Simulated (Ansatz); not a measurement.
GeSe2 (I-42d, No. 122, 6 atoms in the cell; start mp-10074) was calculated with HSE06 (Ansatz, a first-principles code, PAW).

Settings: plane-wave cutoff 500 eV, 6×6×6 k mesh, gaussian smearing 0.02 eV, scalar-relativistic PAW data made under PBE.

Cell (relaxed with PBEsol):

```xyz
6
Lattice="-2.8960 2.8960 4.8013 2.8960 -2.8960 4.8013 2.8960 2.8960 -4.8013" Properties=species:S:1:pos:R:3 pbc="T T T"
Ge     0.0000     2.8960     2.4007
Ge     0.0000     0.0000     0.0000
Se     1.4480     1.4452     3.6010
Se     1.4452    -1.4480     6.0017
Se     1.4480     1.4508    -1.2003
Se     1.4508     4.3439     1.2003
```

Problem. Give the computed band gap.

Solution. 
* **band gap**: 2.28 eV (on the SCF k mesh)

Note: cell and atoms aren't relaxed at this level (pressure 0.3 GPa).

Spin–orbit coupling is not included.

The computed numbers hold no vibrational or temperature effects.

Computing time: very roughly 28 core-minutes.

A start named mp-… is a Materials Project structure, which need not be a measured phase.
